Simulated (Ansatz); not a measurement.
The reference is PbS in the rock salt structure (space group Fm-3m, No. 225).

```
CELL_PARAMETERS angstrom
      0.00000     2.98749     2.98749
      2.98749     0.00000     2.98749
      2.98749     2.98749     0.00000
ATOMIC_POSITIONS crystal
  S  0.00000 0.00000 0.00000
  Pb 0.50000 0.50000 0.50000
```

The values are results of Ansatz (a quantum-chemistry and plane-wave program), r2SCAN, PAW, cutoff 500 eV, spin-orbit coupling left out, earlier PAW set, not measurements.

For the base:

| Quantity | Value |
|---|---|
| Band gap | 0.70 eV |
| Electron mass | 0.19 mₑ along k, 0.17 mₑ across (at L) |
| Lattice parameter a | 5.975 Å |

Perturbation: full substitution S → Te, then cell and atoms are relaxed.

### Question
Predict the new band gap.

### Answer
The band gap increases by 0.394 eV to 1.10 eV.

### Question
What does the calculation give for the electron mass after the change?

### Answer
The electron mass becomes 0.34 mₑ along k, 0.12 mₑ across (at L) (base: 0.19 mₑ along k, 0.17 mₑ across (at L)).

### Question
Predict the new lattice parameter a.

### Answer
The lattice parameter a rises by 0.560 Å to 6.535 Å.

Spin-orbit coupling, missing from the scalar runs, can matter with Pb and Te. Masses are band curvatures over ±0.01 Å⁻¹ around the edge. Along k means along the line from Γ to the band edge. Stability against distortions was not tested.
